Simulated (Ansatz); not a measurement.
**ZnSe: response to strain**

Base system: ZnSe in the zinc blende structure (space group F-43m, No. 216; a = 5.568 Å). Axes: x, y, z lie along the cube axes.

Strains are applied to the cell and any free atomic positions relax.

The values are results of Kohn–Sham DFT with the LDA functional, run in Ansatz (a program for electronic structure) with PAW and 420 eV plane waves, without spin-orbit coupling, not measurements.

```json
[
 {"uniaxial strain ε_zz (%)": "0", "band gap (eV)": "1.25"},
 {"uniaxial strain ε_zz (%)": "0.5", "band gap (eV)": "?"},
 {"uniaxial strain ε_zz (%)": "1", "band gap (eV)": "1.20"},
 {"uniaxial strain ε_zz (%)": "1.5", "band gap (eV)": "1.17"},
 {"uniaxial strain ε_zz (%)": "2", "band gap (eV)": "1.14"},
 {"uniaxial strain ε_zz (%)": "2.5", "band gap (eV)": "1.11"},
 {"uniaxial strain ε_zz (%)": "3", "band gap (eV)": "1.09"}
]
```

**Question.** Fit E_g = E₀ + Dε (ε in %) to the rows shown and predict the withheld row.

**Answer.** Least squares on the printed values gives E₀ = 1.25 eV, D = -54.9 meV per % of strain (largest residual 0.00 eV); this predicts 1.22 eV, and the run gives 1.22 eV, in agreement.

Stability against distortions was not tested.
